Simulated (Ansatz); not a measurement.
## Effect of pressure −2 GPa on HfB2

The parent structure is HfB$_{2}$ (space group P6/mmm, No. 191; a = 3.128 Å, c = 3.445 Å).

Modification: hydrostatic tension (pressure −2 GPa).

Method: PBEsol (Ansatz, a quantum-chemistry and plane-wave program, PAW, without spin-orbit coupling). Settings: 17×17×14 k-points, 0.05 eV Fermi–Dirac smearing.

```json
[
 {"quantity": "volume per atom", "base": "9.73 Å³", "changed": "9.81 Å³", "shift": "+0.08 Å³"},
 {"quantity": "density", "base": "11.38 g/cm³", "changed": "11.29 g/cm³", "shift": "-0.09 g/cm³"},
 {"quantity": "lattice parameter a", "base": "3.128 Å", "changed": "3.135 Å", "shift": "+0.007 Å"},
 {"quantity": "c/a ratio", "base": "1.101", "changed": "1.102", "shift": "+0.001"},
 {"quantity": "shortest interatomic distance", "base": "1.806 Å", "changed": "1.810 Å", "shift": "+0.004 Å"},
 {"quantity": "enthalpy H = E + PV relative to the base's energy", "base": "–", "changed": "-0.12 eV/atom", "shift": "–"},
 {"quantity": "band gap", "base": "zero", "changed": "zero", "shift": "–"}
]
```

Final structure:

```xyz
3
Lattice="3.1353 0.0000 0.0000 -1.5677 2.7153 0.0000 0.0000 0.0000 3.4558" Properties=species:S:1:pos:R:3 pbc="T T T"
Hf     0.0000     0.0000     0.0000
B      0.0000     1.8102     1.7279
B      1.5677     0.9051     1.7279
```

Load acts through the strain it causes; cell and atoms are relaxed under it. Stability against distortions was not tested. The final runs are not spin-polarised.
